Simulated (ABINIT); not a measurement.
Worked example: self-consistent single point of HfIr3 (Pm-3m, 4 atoms in the cell) in ABINIT.

Method of the run: PBEsol, norm-conserving pseudopotentials (PseudoDojo nc-sr-04 PBEsol standard) (plane waves; ABINIT).

The change in words: lattice scaled by 0.98. Reference geometry:
```xyz
4
Lattice="3.8709 0.0000 0.0000 0.0000 3.8709 0.0000 0.0000 0.0000 3.8709" Properties=species:S:1:pos:R:3 pbc="T T T"
Hf     0.0000     0.0000     0.0000
Ir     0.0000     1.9355     1.9355
Ir     1.9355     0.0000     1.9355
Ir     1.9355     1.9355     0.0000
```

Reference input (self-consistent single point, DFT, PBEsol, plane waves, norm-conserving pseudopotentials (PseudoDojo nc-sr-04 PBEsol standard)): pseudos = [Hf.upf, Ir.upf]; ecut = 925 eV; occopt = 7; tsmear = 0.2 eV; ngkpt = 7 7 7; nshiftk = 1; shiftk = 0 0 0; potentials = PseudoDojo nc-sr-04 PBEsol standard; nband = 41; kptopt = 1; nstep = 80; toldfe = 1e-09 Ha. This run's input differs from it in these lines:

```diff
@@ -5,5 +5,5 @@
 rprim
-         3.8709020000    0.0000000000    0.0000000000
-         0.0000000000    3.8709020000    0.0000000000
-         0.0000000000    0.0000000000    3.8709020000
+         3.7934840000    0.0000000000    0.0000000000
+         0.0000000000    3.7934840000    0.0000000000
+         0.0000000000    0.0000000000    3.7934840000
 natom 4
```

Output (repeated stretches shortened):

```
--- !BeginCycle
solver: {iscf: 7, nstep: 80, nline: 4, wfoptalg: 0, }
tolerances: {toldfe: 1.00E-09, }
...

     iter   Etot(hartree)      deltaE(h)  residm     vres2
 ETOT  1  -400.84953632684    -4.008E+02 2.836E-01 9.365E+01
 ETOT  2  -401.02196642987    -1.724E-01 5.177E-02 2.349E+02
 ETOT  3  -401.07373760498    -5.177E-02 1.356E-02 3.392E-01
 ETOT  4  -401.07384204882    -1.044E-04 6.286E-03 2.280E-02
 ETOT  5  -401.07384617953    -4.131E-06 7.501E-03 4.496E-05
 ETOT  6  -401.07384619344    -1.392E-08 2.977E-03 1.348E-06
 ETOT  7  -401.07384619392    -4.756E-10 3.693E-03 3.964E-08
 ETOT  8  -401.07384619393    -1.535E-11 1.744E-03 2.510E-11
 At SCF step    8, etot is converged :
  for the second time, diff in etot=  1.535E-11 < toldfe=  1.000E-09

 Cartesian components of stress tensor (hartree/bohr^3)
  sigma(1 1)= -1.30982527E-03  sigma(3 2)=  0.00000000E+00
  sigma(2 2)= -1.30982527E-03  sigma(3 1)=  0.00000000E+00
  sigma(3 3)= -1.30982527E-03  sigma(2 1)=  0.00000000E+00

 ----iterations are completed or convergence reached----

 reduced coordinates (array xred) for    4 atoms
       0.000000000000      0.000000000000      0.000000000000
       0.000000000000      0.500000000000      0.500000000000
       0.500000000000      0.000000000000      0.500000000000
       0.500000000000      0.500000000000      0.000000000000
 cartesian forces (eV/Angstrom) at end:
    1     -0.00000000000000    -0.00000000000000    -0.00000000000000
   [... lines left out ...]
 Fermi (or HOMO) energy (hartree) =   0.66401   Average Vxc (hartree)=  -0.56058
   [... lines left out ...]
total_energy        : -4.01073846193933E+02
total_energy_eV     : -1.09137743849897E+04
band_energy         : -2.62235152408460E+01
...

-Cartesian components of stress tensor (GPa)         [Pressure=  3.8536E+01 GPa]
- sigma(1 1)= -3.85363835E+01  sigma(3 2)=  0.00000000E+00
- sigma(2 2)= -3.85363835E+01  sigma(3 1)=  0.00000000E+00
- sigma(3 3)= -3.85363835E+01  sigma(2 1)=  0.00000000E+00

 Calculation completed.
```

The run converged in 8 iterations. Against the reference run the free energy goes up by 134 meV/atom and the pressure goes from 13.09 to 38.54 GPa.

The starting cell comes from a database of computed structures (which also holds hypothetical and non-ambient phases and stackings), without a prior relaxation at this level. Its lattice was rescaled by a random factor within 2.5 % of one. For this run, on top of that: lattice scaled by 0.98. Spin polarisation is off. With a pressure of about 39 GPa the cell is away from its equilibrium volume at this level.

Cost on one core of a shared machine: roughly 3 min.
